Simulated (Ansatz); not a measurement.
Take GaAs in the zinc blende structure (space group F-43m, No. 216; a = 5.6667 Å) as the base. Axes: x, y, z lie along the cube axes.

Level of theory: r2SCAN (Ansatz, a quantum-chemistry and plane-wave program; PAW; 500 eV plane waves; scalar-relativistic without spin-orbit coupling).

For the base:

- Gap character: direct at Γ

Modification: a pure shear with ε_xz = ε_zx = -0.0070; the atoms relax in the strained cell.

Task: What happens to the stress and gap character?

Result: The stress (xx, yy, zz, yz, xz, xy; compression positive) comes out as (0.01, 0.00, 0.01, 0.00, 0.85, 0.00) GPa; the gap character stays direct at Γ.

Whether these cells are dynamically stable was not tested. Labels are those of the standard path for the cell's own space group.
